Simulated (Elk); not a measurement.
Band structure of InPd (Pm-3m, 2 atoms in the cell).

```
CELL_PARAMETERS angstrom
      3.33110     0.00000     0.00000
      0.00000     3.33110     0.00000
      0.00000     0.00000     3.33110
ATOMIC_POSITIONS crystal
  In 0.00000 0.00000 0.00000
  Pd 0.50000 0.50000 0.50000
```

Method: PBE, all-electron FP-LAPW, Elk's shipped species files, APW+lo basis with extra local orbitals (Elk).

Settings: xctype = 20; rgkmax = 8; stype = 0; swidth = 0.00999582 Ha; ngridk = 10 10 10; gmaxvr = 16 1/bohr; nxlo = 2; lorbcnd = true; rmtscf = 0.99; lmaxi = 2; maxscl = 100.

The starting cell comes from a database of computed structures (which also holds hypothetical and non-ambient phases and stackings), without a prior relaxation at this level. Its lattice was rescaled by a random factor within 2.5 % of one. Spin polarisation is off. Values depend on the basis (sphere radii, cutoffs, local orbitals), which need not be converged.

Levels in eV from the Fermi level, bands 15 to 22:
```json
[
 {"point": "Γ", "15": "-3.63", "16": "-2.20", "17": "-2.20", "18": "-2.20", "19": "4.08", "20": "4.08", "21": "4.08", "22": "8.70"},
 {"point": "X", "15": "-3.59", "16": "-3.10", "17": "-3.10", "18": "-2.25", "19": "-1.13", "20": "9.09", "21": "9.09", "22": "9.66"},
 {"point": "M", "15": "-2.59", "16": "-2.59", "17": "-2.18", "18": "-2.18", "19": "-1.67", "20": "1.19", "21": "2.21", "22": "9.08"},
 {"point": "R", "15": "-4.59", "16": "-1.64", "17": "-1.64", "18": "-0.29", "19": "3.62", "20": "3.62", "21": "3.62", "22": "4.17"}
]
```

Bands cross the Fermi level along this path, so the cell is metallic at this level.
